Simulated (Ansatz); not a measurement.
The reference is SiC (space group P6_422, No. 181; a = 3.066 Å, c = 7.031 Å; a hypothetical phase, not in the database extracts checked).

Computed with Kohn–Sham DFT with the PBEsol functional, run in Ansatz (a program for electronic structure) with PAW and 420 eV plane waves, no spin-orbit coupling.

Carriers are added at fixed cell with a uniform background; the Fermi–Dirac width is that of 300 K.

One change was made to it. Results:

```json
[
 {"quantity": "Fermi level relative to the doped band's edge (positive inside the band; to 0.05 eV)", "base": "–", "after": "+1.10 eV"},
 {"quantity": "gap between the host's bands", "base": "0.77 eV", "after": "0.75 eV"},
 {"quantity": "gap character", "base": "indirect, Γ → M", "after": "indirect, Γ → M"}
]
```

Q: Which change produced these results?
A. holes 1.0×10^22 cm⁻³
B. holes 2.0×10^21 cm⁻³
C. electrons 7.0×10^21 cm⁻³
D. holes 2.0×10^22 cm⁻³

A: C, electrons 7.0×10^21 cm⁻³. For comparison, the gap between the host's bands in the other runs: holes 2.0×10^21 cm⁻³ gives 0.80 eV; holes 1.0×10^22 cm⁻³ gives 0.93 eV; holes 2.0×10^22 cm⁻³ gives 1.09 eV.

Carriers are added with a uniform compensating background; total energy and stress of such cells depend on the potential's zero and are not compared; many-body gap narrowing is missing at this level. Whether these cells are dynamically stable was not tested. The base started in P3_121 and relaxed to P6_422 at this level.
